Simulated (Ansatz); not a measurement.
The parent structure is ZrO2 in the fluorite structure (space group Fm-3m, No. 225).

ZrO₂ has the cubic space group Fm-3m (No. 225), the fluorite structure, Pearson symbol cF12. Lattice parameters: a = b = c = 5.064 Å, α = β = γ = 90.00°. Zr on 4a is surrounded by 8 O at 2.193 Å (cubic). O on 8c sees 4 Zr at 2.193 Å (tetrahedral). (Neighbours: up to the widest gap in distance over summed covalent radii, below 1.35, at either atom; cation-cation and far metal-metal contacts left out.)
(The calculation used a cell of 3 atoms; values per cell refer to that cell.)

The other end (x = 1) is ZrC2 in the fluorite structure (space group Fm-3m, No. 225; a hypothetical phase, not in the database extracts checked): 12.36 Å³/atom, gap zero; this end may not be an ambient phase.

Level of theory: PBEsol (Ansatz, an electronic-structure program), without spin-orbit coupling.

C replaces a fraction x of O; each row is one arrangement (x, atoms in the cell, starting space group or random), fully relaxed.

One change was made to it. Results:

| quantity | base | after |
|---|---|---|
| band gap | 3.33 eV | zero |
| mixing energy (to 0.01 eV only: unlike meshes or grids) (against an end that may be hypothetical) | – | +0.17 eV/atom |
| shortest interatomic distance | 219.3 pm | 215.9 pm |

Question: Which of these changes matches the shifts?
A. x(C) = 0.5, 6 atoms, R-3m
B. x(C) = 0.25, 6 atoms, P-4m2
C. x(C) = 0.25, 6 atoms, R3m
D. x(C) = 0.5, 6 atoms, P4/nmm

Answer: A, x(C) = 0.5, 6 atoms, R-3m. For comparison, the mixing energy in the other runs: x(C) = 0.25, 6 atoms, R3m gives +0.36 eV/atom; x(C) = 0.5, 6 atoms, P4/nmm gives -0.01 eV/atom; x(C) = 0.25, 6 atoms, P-4m2 gives +0.30 eV/atom.

Each cell is one ordered arrangement of few atoms, which overstates ordering effects compared with a random alloy. Stability against distortions was not tested. The final runs are not spin-polarised. ZrC2 has a high density of states at the Fermi level and may be magnetic at this level. Under x(C) = 0.5, 6 atoms, P4/nmm the cell changed shape so far that it is another structure. This is not the structure that ZrO2 has at room temperature and ambient pressure. The zero or small gap of ZrCO can change with the level of theory.
